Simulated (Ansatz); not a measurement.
A series of runs on Y (P6_3/mmc, 2 atoms in the cell)

```yaml
crystal:
  lattice:
    - [3.70522, 0.00000, 0.00000]
    - [-1.85261, 3.20882, 0.00000]
    - [0.00000, 0.00000, 5.98028]
  atoms:
    - { symbol: Y, position: [0.33333, 0.66667, 0.25000], spin: 1.0 }
    - { symbol: Y, position: [0.66667, 0.33333, 0.75000], spin: 1.0 }
```
(The spins are starting values, not results.)

Base run A: Ansatz (a program for electronic structure) with PBE, harder PAW files (source: ansatz), self-consistent single point.

Its settings: basis.ecutwfc = 30.9 Ry; kpoints.mp_grid.grid = 7 7 4; hamiltonian.xc = pbe; hamiltonian.pseudopotentials = {kind: paw, source: ansatz}; magnetization.spin_polarized = true; scf.occupations.method = gaussian; scf.occupations.width = 0.02 Ry.

The starting cell comes from a database of computed structures (which also holds hypothetical and non-ambient phases and stackings), without a prior relaxation at this level. Its lattice was rescaled by a random factor within 2.5 % of one. The starting moments vanished: the run ended non-magnetic. The program warned that a starting moment was not kept. Ansatz's pressure includes its estimate of the finite-basis (Pulay) stress.

ΔF is the free energy per atom less that of run A. 

The first pressure column holds Ansatz's estimate of the finite-basis (Pulay) stress, which hides part of the cutoff error; the other is without it.

In some runs the Pulay estimate is large (up to 8 GPa), a sign of a cutoff far from converged.

Run A gave: pressure (GPa) -2.69; pressure at a fixed set of plane waves (GPa) -2.69.

Runs:
- B: lattice scaled by 0.97
- C: lattice scaled by 0.97; basis.ecutwfc: 30.9 Ry → 18.4 Ry
- D: lattice scaled by 0.985
- E: lattice scaled by 0.985; basis.ecutwfc: 30.9 Ry → 18.4 Ry
- F: lattice scaled by 1.015
- G: lattice scaled by 1.015; basis.ecutwfc: 30.9 Ry → 18.4 Ry
- H: lattice scaled by 1.03
- I: lattice scaled by 1.03; basis.ecutwfc: 30.9 Ry → 18.4 Ry
- J: basis.ecutwfc: 30.9 Ry → 18.4 Ry

**Question.** What does run B change against A?

**Answer.** The free energy falls by 21.8 meV/atom and the pressure goes from -2.69 to 0.66 GPa.

**Question.** What does run I change against A?

**Answer.** The free energy rises by 334 meV/atom and the pressure goes from -2.69 to -5.24 GPa.

**Question.** What does run D change against A?

**Answer.** The free energy falls by 19.2 meV/atom and the pressure goes from -2.69 to -1.15 GPa.

```json
[
 {"run": "A", "ΔF (meV/atom)": "0.00", "pressure (GPa)": "-2.69", "pressure at a fixed set of plane waves (GPa)": "-2.69"},
 {"run": "B", "ΔF (meV/atom)": "-21.8", "pressure (GPa)": "0.66", "pressure at a fixed set of plane waves (GPa)": "0.65"},
 {"run": "C", "ΔF (meV/atom)": "229.3", "pressure (GPa)": "0.72", "pressure at a fixed set of plane waves (GPa)": "-7.24"},
 {"run": "D", "ΔF (meV/atom)": "-19.2", "pressure (GPa)": "-1.15", "pressure at a fixed set of plane waves (GPa)": "-1.16"},
 {"run": "E", "ΔF (meV/atom)": "232.7", "pressure (GPa)": "-1.22", "pressure at a fixed set of plane waves (GPa)": "-8.72"},
 {"run": "F", "ΔF (meV/atom)": "34.0", "pressure (GPa)": "-3.98", "pressure at a fixed set of plane waves (GPa)": "-3.98"},
 {"run": "G", "ΔF (meV/atom)": "289.7", "pressure (GPa)": "-4.10", "pressure at a fixed set of plane waves (GPa)": "-10.96"},
 {"run": "H", "ΔF (meV/atom)": "81.4", "pressure (GPa)": "-5.06", "pressure at a fixed set of plane waves (GPa)": "-5.06"},
 {"run": "I", "ΔF (meV/atom)": "334.2", "pressure (GPa)": "-5.24", "pressure at a fixed set of plane waves (GPa)": "-11.67"},
 {"run": "J", "ΔF (meV/atom)": "253.7", "pressure (GPa)": "-2.97", "pressure at a fixed set of plane waves (GPa)": "-9.95"}
]
```

Keys are those of Ansatz 0.2.
